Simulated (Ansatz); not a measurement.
The parent structure is Bi in the A7 type structure (space group R-3m, No. 166).

```
Bi
1.0
    2.26661     1.30863     3.88456
   -2.26661     1.30863     3.88456
    0.00000    -2.61726     3.88456
Bi
2
Direct
  0.23718   0.23718   0.23718
  0.76282   0.76282   0.76282
```

All numbers come from Ansatz (an electronic-structure program) PBE-D3(BJ), without spin-orbit coupling.

Before the change:

The c/a ratio comes out as 2.571, the volume per atom comes out as 34.57 Å³ and the band gap is zero.

Now apply this change: As takes the place of Bi on all its sites, then cell and atoms are relaxed.

Tabulated Pauling electronegativity and covalent radius: Bi 2.02, 1.48 Å; As 2.18, 1.19 Å.

### Question
What happens to the c/a ratio?

### Answer
The c/a ratio increases by 0.101 to 2.672.

### Question
Estimate the effect on the volume per atom.

### Answer
The volume per atom decreases by 13.68 Å³, from 34.57 Å³ to 20.89 Å³.

### Question
What does the calculation give for the band gap after the change?

### Answer
The band gap remains zero.

With Bi present, leaving out spin-orbit coupling can change the band edges. Stability against distortions was not tested.
